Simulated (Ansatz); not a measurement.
The parent structure is CaZrF6 (space group Fm-3m, No. 225; a = 8.511 Å; a cell from a computed database, its experimental status unchecked).

One thing is altered: a negative pressure, −2 GPa.

Levels (all Ansatz, a quantum-chemistry and plane-wave program, PAW): PBEsol (420 eV, no SOC); PBEsol+SOC (420 eV, spin-orbit coupling included).

The geometry is relaxed with PBEsol.

| Property | Value |
|---|---|
| PBEsol lowest conduction level above the VBM at special points | Γ 6.92 eV; X 6.94 eV; K 7.04 eV; U 7.04 eV |
| PBEsol pressure | -19.8 kbar |
| PBEsol gap character | direct at Γ |
| PBEsol valence-band top at Γ | 0.00, 0.00, 0.00 eV |

With PBEsol+SOC at the same geometry, the lowest conduction level above the VBM at special points becomes Γ 6.88 eV; X 6.93 eV; K 7.02 eV; U 7.02 eV (PBEsol: Γ 6.92 eV; X 6.94 eV; K 7.04 eV; U 7.04 eV); the pressure is nearly the same (-19.8 kbar against -19.9 kbar); the gap character remains direct at Γ; the valence-band top at Γ (three highest Kramers pairs, from the VBM) becomes 0.00, 0.00, -0.03 eV (PBEsol: 0.00, 0.00, 0.00 eV). The threefold valence maximum splits by Δso ≈ 32 meV.

Single points use the geometry relaxed with PBEsol. Differences between runs with and without spin-orbit coupling are approximate. Load acts through the strain it causes; cell and atoms are relaxed under it. No phonon test of stability was made.
